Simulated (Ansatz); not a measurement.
Input and output of a zone-centre phonon calculation for YSi (Cmcm, 4 atoms in the cell) (Ansatz, a program for electronic structure).

Computed with LDA (PW92), default PAW files made with PBE (plane waves; Ansatz).

```yaml
crystal:
  lattice:
    - [2.13258, -5.25736, 0.00000]
    - [2.13258, 5.25736, 0.00000]
    - [0.00000, 0.00000, 3.81448]
  atoms:
    - { symbol: Y, position: [0.14063, 0.85937, 0.25000] }
    - { symbol: Y, position: [0.85937, 0.14063, 0.75000] }
    - { symbol: Si, position: [0.42448, 0.57552, 0.25000] }
    - { symbol: Si, position: [0.57552, 0.42448, 0.75000] }
```

Reference input (self-consistent single point, DFT, LDA (PW92), plane waves, default PAW files made with PBE): basis.ecutwfc = 420 eV; kpoints.mp_grid.grid = 8 8 9; hamiltonian.xc = lda; hamiltonian.pseudopotentials = {kind: paw} (the program's default PAW files); scf.occupations.method = fermi_dirac; scf.occupations.width = 0.1 eV. This run's input differs from it in these lines:

Ansatz 0.2 input:
```diff
@@ -12,3 +12,3 @@
 basis:
-  ecutwfc: 420.0 eV
+  ecutwfc: 210.0 eV
 kpoints:
@@ -24,6 +24,4 @@
     width: 0.1 eV
-output:
-  forces: true
-  eigenvalues: true
-  stress: true
+phonons:
+  method: dfpt
```

Log, with long lists cut:

```
SCF iter   1: F=—  HF=-8710.884694 eV  |F-HF|=—  |Δ(HF+E_count)|=         —  Δρ=1.05e-2  dr2=4.21e-2  ethr=1.77e-3  ⟨swp⟩=5.6  Hψ=9640  notcnv=0
all-band conjugate gradients solve this SCF's bands
preconditioner: auto → Kerker (q_TF=auto, 2.291 Å⁻¹)
SCF iter   2: F=—  HF=-8710.866580 eV  |F-HF|=—  |Δ(HF+E_count)|=   1.81e-2  Δρ=5.11e-3  dr2=1.03e-2  ethr=1.40e-4  ⟨swp⟩=2.3  Hψ=3615  notcnv=0
   [... lines left out ...]
SCF iter   6: F=—  HF=-8710.862138 eV  |F-HF|=—  |Δ(HF+E_count)|=   1.46e-7  Δρ=4.22e-6  dr2=2.06e-8  ethr=1.72e-9  ⟨swp⟩=2.5  Hψ=3403  notcnv=0
SCF iter   7: F=—  HF=-8710.862138 eV  |F-HF|=—  |Δ(HF+E_count)|=   4.39e-9  Δρ=8.02e-7  dr2=6.63e-10  ethr=6.86e-11  ⟨swp⟩=2.5  Hψ=3569  notcnv=0
SCF iter   8: F=—  HF=-8710.862138 eV  |F-HF|=—  |Δ(HF+E_count)|=  1.04e-10  Δρ=1.23e-7  dr2=1.17e-11  ethr=2.21e-12  ⟨swp⟩=2.1  Hψ=2528  notcnv=0
SCF iter   9: F=-8710.862138 eV  HF=-8710.862138 eV  |F-HF|=0.00e0  |Δ(HF+E_count)|=  3.64e-12  Δρ=1.91e-8  dr2=3.90e-13  ethr=1.00e-12  ⟨swp⟩=4.1  Hψ=7076  notcnv=0
SCF 1 converged in 9 iterations: F = -8710.862138 eV  dr2 = 3.90e-13
DFPT response loops at Γ: preconditioner auto → Kerker (q_TF=auto, 2.291 Å⁻¹) (partly filled bands, converged f_vac=0.000) …
Free energy (F): -8710.862138 eV
Internal energy: -8710.793302 eV  (E = F + TS)
E sigma→0 (E₀):  -8710.827720 eV
Entropy (-TS):   -0.068836 eV (-17.209 meV/atom)
Fermi energy:    10.457331 eV
--- Phonons (Γ-DFPT): 6 representative perturbations + reference, on 105 of 576 k-points (Σ response iterations 18) ---
  k mesh reduced under 4 symmetry operations, with k and −k counted as one. Each operation leaves every solved displacement unchanged or reverses it
  ASR residual: 1.368e-4 → 0.000e0 eV/Å²; symmetrization residual: 4.871e-6 eV/Å²
  ASR residual per site (eV/Å²): 1.37e-4 1.37e-4 2.43e-5 2.43e-5
  Γ frequencies (cm⁻¹): 0.00 0.00 0.00 145.75 148.16 159.93 221.07 238.85 267.44 279.13 336.80 349.28
  non-analytic LO–TO correction: not included (Born effective charges unavailable; polar crystals: no LO–TO splitting at Γ)
```

The run converged in 9 iterations. 

Summary of the result:
| Property | Result |
|---|---|
| Free energy E − TS (on the zero of these files) | -8710.8621 eV |
| Fermi level (on the code's own zero) | 10.46 eV |
| Zone-centre frequencies (cm⁻¹; negative means imaginary) | 0, 0, 0, 146, 148, 160, 221, 239, 267, 279, 337, 349 |

The starting cell comes from a database of computed structures (which also holds hypothetical and non-ambient phases and stackings), without a prior relaxation at this level. Its lattice was rescaled by up to half a per cent. The cutoff lies below the one recommended for these files.
